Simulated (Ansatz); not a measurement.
Output of an Ansatz run (abridged):

```
WARN ansatz: RAYON_NUM_THREADS=1 ignored (pool sized by the plan → 1); use --threads N
Pseudopotentials: kind: paw
Pseudopotential: Sc, paw, valence charge 11
Crystal: 1 atoms, lattice volume = 23.132 Å³
Basis set: ecut = 420 eV, 449 PW (Γ), exchange–correlation on 48×48×48 points (8 copies of the dense FFT grid, shifted against one another)
Bands: 10, of which v1, the nominal top of the filled ones, is band 6 counted from 1 (5 counted from 0)
Symmetry: 2 space group operations
Space group: P-1 (ITA 2), of the structure as read, at distance tolerance 2.8e-5 Å
k-points: 868 of 1728
PAW frozen core: Sc, regenerated for the run's functional, and the local potential with it
Initial density: superposition of atomic densities (neutral atoms: chi_scale 0, normalization atom), corrected by the library's trained network
Initial wavefunctions: pseudopotential atomic-orbital guess
Eigensolver: davidson
Functional: x = pbesol(κ = 0.804, μ = 0.12345679012345678), c = pbesol(β = 0.046)
SCF iter   1: F=—  HF=-2111.317137 eV  |F-HF|=—  |Δ(HF+E_count)|=         —  Δρ=3.78e-3  dr2=2.56e-3  ethr=1.77e-3  ⟨swp⟩=4.1  Hψ=44887  notcnv=0
all-band conjugate gradients solve this SCF's bands
preconditioner: auto → none
SCF iter   2: F=—  HF=-2111.315927 eV  |F-HF|=—  |Δ(HF+E_count)|=   1.21e-3  S|Δr|=    0.00e0  Δρ=1.53e-3  dr2=4.13e-4  ethr=2.32e-5  ⟨swp⟩=3.0  Hψ=22439  notcnv=0  defer=240
SCF iter   3: F=—  HF=-2111.315835 eV  |F-HF|=—  |Δ(HF+E_count)|=   9.27e-5  S|Δr|=    0.00e0  Δρ=2.46e-4  dr2=7.61e-6  ethr=3.76e-6  ⟨swp⟩=2.2  Hψ=12206  notcnv=0  defer=240
SCF iter   4: F=—  HF=-2111.315839 eV  |F-HF|=—  |Δ(HF+E_count)|=   4.42e-6  S|Δr|=    0.00e0  Δρ=6.72e-5  dr2=7.04e-7  ethr=6.92e-8  ⟨swp⟩=2.1  Hψ=12913  notcnv=0  defer=240
SCF iter   5: F=-2111.315839 eV  HF=-2111.315839 eV  |F-HF|=1.29e-10  |Δ(HF+E_count)|=   3.56e-8  S|Δr|=    0.00e0  Δρ=7.71e-6  dr2=6.24e-9  ethr=9.09e-10  ⟨swp⟩=5.3  Hψ=37986  notcnv=0
SCF 1 converged in 5 iterations: F = -2111.315839 eV  dr2 = 6.24e-9
SCF converged after 5 iterations
Stability not checked (fill_not_monotonic)
Free energy (F): -2111.315839 eV
Harris-Foulkes:  -2111.315839 eV  (|F-HF|=1.29e-10)
Internal energy: -2111.315668 eV  (E = F + TS)
E sigma→0 (E₀):  -2111.315796 eV
Entropy (-TS):   -0.000171 eV (-0.171 meV/atom)
Fermi energy:    9.954829 eV
--- Per-component energies (eV) ---
  E_band       = -159.014620
  E_kinetic    = 261.154062
  E_local      = -817.664669  (includes V_loc(G=0)·N_el)
  E_nonlocal   = 84.809323
  E_hartree    = 278.698468
  E_xc         = -103.279222
  E_vxc        = -128.473788  (∫ρ·V_xc dr)
  E_paw        = -932.232870  (= ΣΔE_a)
  E_vpaw       = -116.238377  (= ΣTr[D̂ρ^β])
  E_aug_tail   = 0.000009  (compensation charges beyond the density's cutoff)
  E_ewald      = -882.929794
  E_core_change = 0.129025  (= ΣΔE_core)
  E_smearing   = -0.000171  (= −TS)
  E_closure    = 0.000000  (closes the sum)
  Σ components = -2111.315839   (vs F -2111.315839, Δ=0.00e0)
--- Forces (eV/Å), atoms counted from 1 ---
  atom   1  Sc     0.00000000     0.00000000     0.00000000
  max |Σ_I F_I| component: 0.00e0 eV/Å
--- Stress (GPa, compression-positive) ---
        2.339325       1.148881       0.567944
        1.148881       0.600328       0.497074
        0.567944       0.497074       0.652463
  P = ⅓ Tr σ = 1.1974 GPa (11.974 kbar)
  The stress holds the Pulay correction. Without it, at fixed plane waves, as pw.x and ABINIT print it: P = 1.1846 GPa
--- Band table (eV; the first three rows and the last of 868) ---
  k-point 0: bands = ["-39.1103", "-17.5798", "-17.5763", "-17.5531", "4.6472", "11.4455", "11.5318", "11.8465", "13.0726", "13.1874"]
  k-point 1: bands = ["-39.1052", "-17.6092", "-17.5825", "-17.5596", "4.8303", "11.4016", "11.5062", "11.9097", "13.0297", "13.1405"]
  k-point 2: bands = ["-39.0912", "-17.7000", "-17.5930", "-17.5724", "5.3558", "11.0705", "11.6076", "12.0538", "12.9885", "13.0834"]
  k-point 867: bands = ["-39.0186", "-18.0926", "-17.6620", "-17.6511", "8.1672", "10.5832", "11.3423", "11.4860", "14.1369", "14.1836"]
```

The structure:

```
CELL_PARAMETERS angstrom
      3.14753     0.00000     0.00000
      1.47657     2.79579     0.00000
      1.52266     0.91070     2.62872
ATOMIC_POSITIONS crystal
  Sc 0.00000 0.00000 0.00000
```

Question: What input produced this log?

Answer: Other spellings and defaults could give the same log, and not every line can be read from it. The input that was run (DFT, PBEsol, plane waves, default PAW files made with PBE):

Ansatz 0.2 input:
```yaml
crystal:
  lattice:
    - [3.14752700, 0.00000000, 0.00000000]
    - [1.47657400, 2.79579300, 0.00000000]
    - [1.52266200, 0.91069700, 2.62872300]
  atoms:
    - { symbol: Sc, position_ang: [0.00000000, 0.00000000, 0.00000000] }
basis:
  ecutwfc: 420.0 eV
kpoints:
  mp_grid: { grid: [12, 12, 12] }
hamiltonian:
  xc: pbesol
  pseudopotentials: { kind: paw }
scf:
  occupations: { method: methfessel_paxton, width: 0.05 eV }
output:
  forces: true
  eigenvalues: true
  stress: true
```

The starting cell comes from a database of computed structures (which also holds hypothetical and non-ambient phases and stackings), without a prior relaxation at this level. Its lattice was rescaled by a random factor within 2.5 % of one. Ansatz's pressure includes its estimate of the finite-basis (Pulay) stress.

Ansatz is a quantum-chemistry and plane-wave program.
